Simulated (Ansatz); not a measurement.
Input and output of a self-consistent single point for HgTe (C2, 6 atoms in the cell) (Ansatz, a quantum-chemistry and plane-wave program).

Computed with LDA (PW92), default PAW files made with PBE (plane waves; Ansatz).

```yaml
crystal:
  lattice:
    - [4.64894, 0.00000, 0.00000]
    - [-2.32447, 4.02610, 0.00000]
    - [0.00000, 0.00000, 10.37678]
  atoms:
    - { symbol: Hg, position: [0.68832, 0.68832, 0.00000] }
    - { symbol: Hg, position: [0.32244, 0.00000, 0.66667] }
    - { symbol: Hg, position: [0.00000, 0.31168, 0.33333] }
    - { symbol: Te, position: [0.51372, 0.51372, 0.50000] }
    - { symbol: Te, position: [0.48628, 0.00000, 0.16667] }
    - { symbol: Te, position: [0.00000, 0.48628, 0.83333] }
```

Reference input (self-consistent single point, DFT, LDA (PW92), plane waves, default PAW files made with PBE): basis.ecutwfc = 420 eV; kpoints.mp_grid.grid = 5 5 2; hamiltonian.xc = lda; hamiltonian.pseudopotentials = {kind: paw} (the program's default PAW files); scf.occupations.method = fermi_dirac; scf.occupations.width = 0.02 eV. This run's input differs from it in these lines:

Ansatz 0.2 input:
```diff
@@ -16,3 +16,3 @@
 kpoints:
-  mp_grid: { grid: [5, 5, 2] }
+  mp_grid: { grid: [8, 8, 3] }
 hamiltonian:
```

Log, with long lists cut:

```
SCF iter   1: F=—  HF=-61049.227375 eV  |F-HF|=—  |Δ(HF+E_count)|=         —  Δρ=4.15e-3  dr2=1.59e-2  ethr=1.77e-3  ⟨swp⟩=6.8  Hψ=14630  notcnv=0  defer=27
all-band conjugate gradients solve this SCF's bands
preconditioner: auto → Resta (q_TF=auto, 2.474 Å⁻¹)
SCF iter   2: F=—  HF=-61049.223009 eV  |F-HF|=—  |Δ(HF+E_count)|=   4.37e-3  Δρ=2.07e-3  dr2=3.74e-3  ethr=1.48e-5  ⟨swp⟩=3.0  Hψ=7354  notcnv=0  defer=277
   [... lines left out ...]
SCF iter   4: F=—  HF=-61049.222355 eV  |F-HF|=—  |Δ(HF+E_count)|=   2.04e-6  Δρ=1.07e-4  dr2=3.74e-5  ethr=3.47e-7  ⟨swp⟩=2.0  Hψ=5360  notcnv=0  defer=277
SCF iter   5: F=—  HF=-61049.222519 eV  |F-HF|=—  |Δ(HF+E_count)|=   1.65e-4  Δρ=4.05e-5  dr2=3.56e-6  ethr=3.46e-8  ⟨swp⟩=2.1  Hψ=4953  notcnv=0  defer=277
SCF iter   6: F=—  HF=-61049.222520 eV  |F-HF|=—  |Δ(HF+E_count)|=   6.81e-7  Δρ=8.55e-6  dr2=2.03e-7  ethr=3.29e-9  ⟨swp⟩=2.2  Hψ=5155  notcnv=0  defer=277
SCF iter   7: F=-61049.222520 eV  HF=-61049.222520 eV  |F-HF|=1.74e-8  |Δ(HF+E_count)|=   2.75e-8  Δρ=2.63e-6  dr2=3.54e-8  ethr=9.26e-11  ⟨swp⟩=10.6  Hψ=16779  notcnv=0
SCF 1 converged in 7 iterations: F = -61049.222520 eV  dr2 = 3.54e-8
Free energy (F): -61049.222520 eV
Internal energy: -61049.222520 eV  (E = F + TS)
E sigma→0 (E₀):  -61049.222520 eV
Fermi energy:    9.151819 eV
--- Forces (eV/Å), atoms counted from 1 ---
  atom   1  Hg    -0.02221470    -0.03924291    -0.00289147
  atom   2  Hg     0.02011281     0.00000000     0.00000000
  atom   3  Hg    -0.02221471     0.03924291     0.00289147
  atom   4  Te    -0.02229392    -0.05455329     0.00277703
  atom   5  Te     0.06889268     0.00000000     0.00000000
  atom   6  Te    -0.02229392     0.05455328    -0.00277703
--- Stress (GPa, compression-positive) ---
       -2.762916       0.000000       0.000000
        0.000000      -2.808145      -0.019343
        0.000000      -0.019343      -3.091806
  P = ⅓ Tr σ = -2.8876 GPa (-28.876 kbar)
  The stress holds the Pulay correction. Without it, at fixed plane waves, as pw.x and ABINIT print it: P = -2.9204 GPa
```

The run converged in 7 iterations. Against the reference run the free energy drops by 3.0 meV/atom, the pressure hardly changes (-2.85 to -2.89 GPa), the largest force goes from 0.076 to 0.069 eV/Å and the gap on the mesh goes from 0.590 to 0.619 eV.

The starting cell comes from a database of computed structures (which also holds hypothetical and non-ambient phases and stackings), without a prior relaxation at this level. Its lattice was rescaled by up to half a per cent. One atom was moved a little off its site on purpose. Spin-orbit coupling is off. Ansatz's pressure includes its estimate of the finite-basis (Pulay) stress.
